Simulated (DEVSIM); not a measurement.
Device: Au/La2O3/p-InP capacitor, at 400 K.

```tsv
layer (left to right)	material	thickness (nm)	Na (cm⁻³)
1	La2O3	5.90	-
2	InP	1000	3.8e17
```

Metal gate on the left, work function 5.1 eV. Fixed charge at the semiconductor interface 1.8e12 cm⁻² (in units of +e); interface traps 1e10 cm⁻² eV⁻¹, uniform in energy, neutral level at 0.5 of the gap above the valence band.

The device is made up for the run: typed textbook-type constants, with dimensions and the other settings drawn at random. Values at 300 K; Nc and Nv go as T^1.5, mobilities as T to minus their exponent, the gap by Varshni's rule with the affinity fixed.

```tsv
parameter	La2O3	InP
gap (eV)	5.8	1.344
affinity (eV)	1.8	4.38
permittivity	27	12.5
Nc (cm⁻³)	-	5.7e17
Nv (cm⁻³)	-	1.1e19
Varshni α (eV/K)	-	0.000363
Varshni β (K)	-	162
```

Simulated with DEVSIM: 1D Poisson equation in equilibrium, Boltzmann statistics, complete ionisation; no quantum confinement or tunnelling. Metal contacts follow the ideal Schottky-Mott rule: no Fermi-level pinning, no interface dipoles.

Problem. Give the band bending (positive: bands bend down) and minority sheet density.

Solution. 
| Vg (V) | ψs (V) | minority carriers (cm⁻²) |
|---|---|---|
| -0.7 | -0.102 | < 1e8 |
| -0.4 | 0.107 | < 1e8 |
| -0.1 | 0.379 | < 1e8 |
| 0.2 | 0.660 | < 1e8 |
| 0.5 | 0.945 | 1.1e8 |
